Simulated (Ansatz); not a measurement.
**A computed series for Cu3Si: pressure series**

Base system: Cu$_{3}$Si (space group P6_3/mmc, No. 194; a cell from a computed database, its experimental status unchecked).

Space group P6₃/mmc (No. 194); a = b = 5.114 Å, c = 4.080 Å, α = β = 90.00°, γ = 120.00°

```
atom  site  symmetry       x       y       z
----  ----  --------  ------  ------  ------
Si      2d      -6m2  0.6667  0.3333  0.2500
Cu      6h       mm2  0.1676  0.3352  0.2500
```

Cell and atoms are relaxed at each pressure.

The values are results of Kohn–Sham DFT with the PBEsol functional, run in Ansatz (a quantum-chemistry and plane-wave program) with PAW and 420 eV plane waves, no SOC, not measurements.

```json
[
 {"pressure (GPa)": "-2", "volume per atom (Å³/atom)": "11.698"},
 {"pressure (GPa)": "0", "volume per atom (Å³/atom)": "11.554"},
 {"pressure (GPa)": "0.3", "volume per atom (Å³/atom)": "?"},
 {"pressure (GPa)": "0.7", "volume per atom (Å³/atom)": "11.506"},
 {"pressure (GPa)": "1.5", "volume per atom (Å³/atom)": "11.453"},
 {"pressure (GPa)": "3", "volume per atom (Å³/atom)": "11.356"},
 {"pressure (GPa)": "5", "volume per atom (Å³/atom)": "11.235"},
 {"pressure (GPa)": "7.5", "volume per atom (Å³/atom)": "11.093"},
 {"pressure (GPa)": "10", "volume per atom (Å³/atom)": "10.960"}
]
```

**Question.** Fit the third-order Birch–Murnaghan form P(V) = (3B₀/2)[(V₀/V)^(7/3) − (V₀/V)^(5/3)]·[1 + (3/4)(B₀′ − 4)((V₀/V)^(2/3) − 1)] (squares taken in P) to the rows shown and predict the withheld row.

**Answer.** Least squares on the printed values gives V₀ = 11.554 Å³/atom, B₀ = 167 GPa, B₀′ = 4.9; this predicts 11.533 Å³/atom, and the run gives 11.533 Å³/atom, in agreement.

Load acts through the strain it causes; cell and atoms are relaxed under it. Stability against distortions was not tested. No other phases were tried under pressure. All final runs are without spin polarisation.
